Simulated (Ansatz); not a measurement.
The starting structures come from a database of crystals and need not be the phases stable at ambient conditions.

 Where the default PAW files enter, the runs use the earlier of Ansatz's two default sets.

# Evanescent states of LiBi(PdO2)2 (P4/nmm, not sure to be the ambient phase, 16 atoms a cell, 13.6 Å³ an atom, -6 GPa at this level) along the normal of (100)

Method: r2SCAN (plane waves, PAW; Ansatz, a first-principles code).

The gap is the functional's own, uncorrected, and κ follows it; spin-orbit coupling is left out. Mid-gap values are interpolated between the computed energies.

Energies count from the valence-band top; κ is the least over a 8×4 mesh across the current.

```csv
E (eV),κ (1/Å),where
0.03,0.088,off Γ
0.07,0.151,off Γ
0.12,0.195,off Γ
0.17,0.200,off Γ
0.23,0.193,off Γ
0.28,0.185,off Γ
0.33,0.176,off Γ
0.38,0.166,off Γ
0.42,0.154,off Γ
0.47,0.139,off Γ
0.53,0.122,off Γ
0.57,0.099,off Γ
0.62,0.067,off Γ
```

Problem. How thick must the barrier be to attenuate the transmission by 10^6 when the electrodes' Fermi level lies at 0.53 eV, and what attenuation does that film give at 0.38 eV?

Solution. d = 6 ln 10 / (2 × 0.122) = 56.6 Å. At 0.38 eV it gives 6 × 0.166/0.122 = 8.2 decades.
